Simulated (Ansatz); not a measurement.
## A computed series for ZrO2: pressure series

The reference is ZrO$_{2}$ (space group P4_2/nmc, No. 137).

```
CELL_PARAMETERS angstrom
      3.62104     0.00000     0.00000
      0.00000     3.62104     0.00000
      0.00000     0.00000     5.28279
ATOMIC_POSITIONS crystal
  Zr 0.00000 0.00000 0.00000
  Zr 0.50000 0.50000 0.50000
  O  0.00000 0.50000 0.19278
  O  0.00000 0.50000 0.69278
  O  0.50000 0.00000 0.30722
  O  0.50000 0.00000 0.80722
```

Cell and atoms are relaxed at each pressure.

The values are results of plane-wave PAW DFT at the PBE level (Ansatz, a program for electronic structure, 420 eV), no SOC, not measurements.

```csv
case,gap character,electron mass,volume per atom
base,"indirect, k = (0.222, 0.222, 0) in the run's primitive reciprocal basis → Γ","2.3 mₑ along c, 0.61 mₑ across (at Γ)",11.54 Å³
pressure −2 GPa,–,"2.3 mₑ along c, 0.62 mₑ across (at Γ)",11.70 Å³
pressure −1 GPa,"indirect, k = (0.222, 0.222, 0) in the run's primitive reciprocal basis → Γ","2.3 mₑ along c, 0.61 mₑ across (at Γ)",11.62 Å³
pressure 0.9 GPa,"indirect, k = (0.222, 0.222, 0) in the run's primitive reciprocal basis → Γ","2.3 mₑ along c, 0.61 mₑ across (at Γ)",11.48 Å³
pressure 2.1 GPa,"indirect, k = (0.222, 0.222, 0) in the run's primitive reciprocal basis → Γ","2.3 mₑ along c, 0.61 mₑ across (at Γ)",11.40 Å³
pressure 4.5 GPa,"indirect, k = (0.222, 0.222, 0) in the run's primitive reciprocal basis → Γ","2.2 mₑ along c, 0.60 mₑ across (at Γ)",11.24 Å³
pressure 9 GPa,–,"2.1 mₑ along c, 0.59 mₑ across (at Γ)",10.99 Å³
pressure 15 GPa,"indirect, A → Γ","2.1 mₑ along c, 0.57 mₑ across (at Γ)",10.70 Å³
pressure 30 GPa,"indirect, M → Γ","1.9 mₑ along c, 0.54 mₑ across (at Γ)",10.12 Å³
```

Load acts through the strain it causes; cell and atoms are relaxed under it. Masses are band curvatures over ±0.01 Å⁻¹ around the edge. Stability against distortions was not tested. No other phases were tried under pressure. This is not the structure that ZrO2 has at room temperature and ambient pressure.
